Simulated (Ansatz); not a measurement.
**Pressure series in Pd**

Base system: Pd in the fcc (Cu type) structure (space group Fm-3m, No. 225).

```
Pd
1.0
    0.00000     1.97138     1.97138
    1.97138     0.00000     1.97138
    1.97138     1.97138     0.00000
Pd
1
Cartesian
  0.00000   0.00000   0.00000
```

Cell and atoms are relaxed at each pressure.

All numbers come from Kohn–Sham DFT with the PBE functional, run in Ansatz (an electronic-structure program) with PAW and 420 eV plane waves, spin-orbit coupling left out.

Notes on the quantities. enthalpy: H = E + PV relative to the base's energy.

```
variant                enthalpy      density
----------------  -------------  -----------
base                          –  11.53 g/cm³
pressure −2 GPa   -0.19 eV/atom  11.39 g/cm³
pressure −1 GPa   -0.10 eV/atom  11.46 g/cm³
pressure 3 GPa    +0.28 eV/atom  11.73 g/cm³
pressure 7 GPa    +0.66 eV/atom  11.98 g/cm³
pressure 15 GPa   +1.38 eV/atom  12.41 g/cm³
pressure 30 GPa   +2.68 eV/atom  13.09 g/cm³
pressure 50 GPa   +4.31 eV/atom  13.83 g/cm³
pressure 75 GPa   +6.25 eV/atom          ___
pressure 100 GPa  +8.10 eV/atom  15.25 g/cm³
```

Fill in the withheld entries from the trend.


- pressure 75 GPa, density: 14.60 g/cm³

Load acts through the strain it causes; cell and atoms are relaxed under it. No phonon test of stability was made. Competing high-pressure phases were not computed. The final runs are not spin-polarised.
